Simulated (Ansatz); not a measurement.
**SiO₂ (Ima2, No. 46, 12 atoms in the cell; start mp-555251; a measured phase of this formula has another space group)**

Level of theory: LDA (Ansatz, a first-principles code, plane waves, PAW).

Run with plane-wave cutoff 520 eV, 8×8×8 k mesh, Fermi–Dirac smearing 0.01 eV, scalar-relativistic PAW data made under PBE.

Cell (relaxed with PBEsol):

```
O2Si
1.0
   -4.93797     4.28667     2.56183
    4.93797    -4.28667     2.56183
    4.93797     4.28667    -2.56183
Si O
4 8
Direct
  0.14978   0.59195   0.74242
  0.84953   0.40736   0.25758
  0.14978   0.90736   0.05783
  0.84953   0.09195   0.94217
  0.07730   0.34921   0.84551
  0.50370   0.23180   0.15449
  0.07730   0.73180   0.22809
  0.50370   0.84921   0.77191
  0.93795   0.93795   0.00000
  0.93795   0.43795   0.50000
  0.87727   0.22630   0.15098
  0.07532   0.72630   0.84902
```

```
Quantity                                                 Result
-------------------------------------------  ------------------
band gap                                     5.59 eV (indirect)
smallest direct gap on the k points sampled             5.85 eV
```

Note: cell and atoms aren't relaxed at this level (largest force component 0.25 eV/Å, pressure -3.0 GPa).

Static lattice: no zero-point or thermal effects.

Computing time: around 90 core-seconds (rough).

A start named mp-… is a Materials Project structure, which need not be a measured phase.
